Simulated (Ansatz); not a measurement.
## Rb2LiScF6 (space group Fm-3m, No. 225; a cell from a computed database, its experimental status unchecked)

```
Rb2LiScF6
1.0
    0.00000     4.15364     4.15364
    4.15364     0.00000     4.15364
    4.15364     4.15364     0.00000
Rb Li Sc F
2 1 1 6
Direct
  0.25000   0.25000   0.25000
  0.75000   0.75000   0.75000
  0.50000   0.50000   0.50000
  0.00000   0.00000   0.00000
  0.24379   0.24379   0.75621
  0.75621   0.75621   0.24379
  0.75621   0.24379   0.24379
  0.24379   0.75621   0.75621
  0.24379   0.75621   0.24379
  0.75621   0.24379   0.75621
```

Method: r2SCAN, PAW, 500 eV (Ansatz, a first-principles code; no spin-orbit coupling). Settings: 7×7×7 k-points, 0.05 eV Fermi–Dirac smearing.

| Property | Value |
|---|---|
| Volume per atom | 14.33 Å³ |
| Density | 3.90 g/cm³ |
| Band gap | 7.58 eV, direct at Γ |
| Lowest conduction-band minima above the VBM | Γ 7.58 eV |
| Total energy | -1377.886 eV/atom (σ→0; compares only within this code and set-up) |

No phonon test of stability was made. All final runs are without spin polarisation.
